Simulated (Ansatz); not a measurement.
Amorphous Ti$_{20}$O$_{43}$B$_{2}$, 65 atoms at 3.47 g/cm³, one PBE-relaxed geometry, zone centre. Methods: PBE, scalar-relativistic without spin-orbit coupling (Ansatz, a quantum-chemistry and plane-wave program); r2SCAN, scalar-relativistic without spin-orbit coupling (Ansatz); HSE06, scalar-relativistic without spin-orbit coupling (Ansatz). Plane waves to 420 eV (r2SCAN 500 eV); exact exchange is cut at the cell's faces. At PBE the levels at the filled edge of the gap are localised (band-tail or defect states). All rungs ran without spin polarisation.

It comes from a melt-quench run on a machine-learned potential (CHGNet), relaxed afterwards by DFT. O atoms were pushed apart under 1.9 Å during the dynamics, to hinder bonds among them. The hot cell started wider than the set density and was brought back towards it in steps. It is the lowest in DFT energy of 2 quenches. It is a model cell: composition and starting density were chosen by hand, and all elements were melted together. No dispersion term was used. Its density started from a set value of 3.47 and ended at 3.47 g/cm³. Cooling (nominally 300 K/ps over its main leg) ran many orders faster than in experiment, which tends to leave more defects and strain. A cell of this size samples the disorder only roughly. The volume was held where the preparation left it and the shape relaxed, at a PBE pressure of 2.6 GPa. Stress components on the final sampling reach 2.7 GPa.

The relaxation ran on the zone centre alone. At PBE the level gap is 2.69 eV on a 2×2×2 Γ-centred mesh, and the spacing at the zone centre alone 2.78 eV.

### Question
What zone-centre spacing does r2SCAN give, roughly?

### Answer
3.12 eV (+0.34 eV against PBE).

### Question
What zone-centre spacing does HSE06 give, roughly?

### Answer
4.31 eV (+1.53 eV against PBE).

The highest filled and the lowest empty state spread over these numbers of atoms (participation numbers): PBE: 11.5 and 12.9; r2SCAN: 7.8 and 12.6; HSE06: 6.8 and 14.1.
